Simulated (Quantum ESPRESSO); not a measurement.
# Several settings converged on Be3Ir (I4mm, 4 atoms in the cell)

```xyz
4
Lattice="-1.6235 1.6235 3.6074 1.6235 -1.6235 3.6074 1.6235 1.6235 -3.6074" Properties=species:S:1:pos:R:3 pbc="T T T"
Be     0.0000     1.6235     1.8037
Be     1.6235     0.0000     1.8037
Be     0.0000     0.0000     3.6574
Ir     0.0000     0.0000     0.0000
```

Base method: LDA (PZ), GBRV 1.5 ultrasoft (LDA) pseudopotentials (plane waves; Quantum ESPRESSO).

Base settings: ecutwfc = 40 Ry; ecutrho = 320 Ry; occupations = smearing; smearing = fermi-dirac; degauss = 0.0073499 Ry; potentials = {Be: be_lda_v1.4.uspp.F.UPF, Ir: ir_lda_v1.2.uspp.F.UPF}; K_POINTS = automatic 7 7 7 0 0 0; conv_thr = 1e-10 Ry.

The count of work is k-points × plane waves × bands × iterations; it is no time. Core times come from one kind of shared machine, to one figure; runs under 30 s give none.

**The k-point mesh at a smearing width of 0.02 eV**

In this ladder: degauss = 0.00147 Ry.

Only quantities that move along the ladder and can be compared are tabulated.

| K_POINTS | free energy less the last step's (meV/atom) | pressure (GPa) | largest difference of a force vector from the last step's (eV/Å) | count of work / last |
|---|---|---|---|---|
| automatic 5 5 5 0 0 0 | 21.95 | -4.43 | 0.009 | 0.021 |
| automatic 7 7 7 0 0 0 | 11.56 | -4.78 | 0.009 | 0.046 |
| automatic 11 11 11 0 0 0 | -0.88 | -4.98 | 0.001 | 0.13 |
| automatic 16 16 16 0 0 0 | 0.61 | -5.00 | 0.001 | 0.40 |
| automatic 23 23 23 0 0 0 | 0.00 | -5.08 | 0.000 | 1.0 |

Coarsest K_POINTS that holds the pressure within 0.5 GPa of the last step, with all finer ones: automatic 7 7 7 0 0 0, at 0.046 of the last step's count of work; the step before is off by 0.65 GPa.

Coarsest K_POINTS that holds the free energy within 2 meV/atom of the last step, with all finer ones: automatic 11 11 11 0 0 0, at 0.13 of the last step's count of work; the step before is off by 12 meV/atom.

Coarsest K_POINTS that holds the forces within 0.005 eV/Å of the last step, with all finer ones: automatic 11 11 11 0 0 0, at 0.13 of the last step's count of work; the step before is off by 0.009 eV/Å.

**The mesh under tetrahedron occupations**

In this ladder: occupations = tetrahedra_opt; smearing = default; degauss = default.

Only quantities that move along the ladder and can be compared are tabulated.

```tsv
K_POINTS	free energy less the last step's (meV/atom)	pressure (GPa)	count of work / last	core time / last (rough)
automatic 6 6 6 0 0 0	10.89	-4.90	0.020	–
automatic 9 9 9 0 0 0	4.94	-5.02	0.050	0.06
automatic 14 14 14 0 0 0	0.91	-5.10	0.16	0.2
automatic 27 27 27 0 0 0	0.00	-5.12	1.0	1
```

Coarsest K_POINTS that holds the free energy within 2 meV/atom of the last step, with all finer ones: automatic 14 14 14 0 0 0, at 0.16 of the last step's count of work and about 0.2 of the last step's time; the step before is off by 4.9 meV/atom.

Coarsest K_POINTS that holds the pressure within 0.05 GPa of the last step, with all finer ones: automatic 14 14 14 0 0 0, at 0.16 of the last step's count of work and about 0.2 of the last step's time; the step before is off by 0.10 GPa.

On the base run: the starting cell comes from a database of computed structures (which also holds hypothetical and non-ambient phases and stackings), without a prior relaxation at this level. Its lattice was rescaled by up to half a per cent. One atom was moved a little off its site on purpose. Spin polarisation is off. In the base run, with a pressure of about -5 GPa the cell is away from its equilibrium volume at this level.
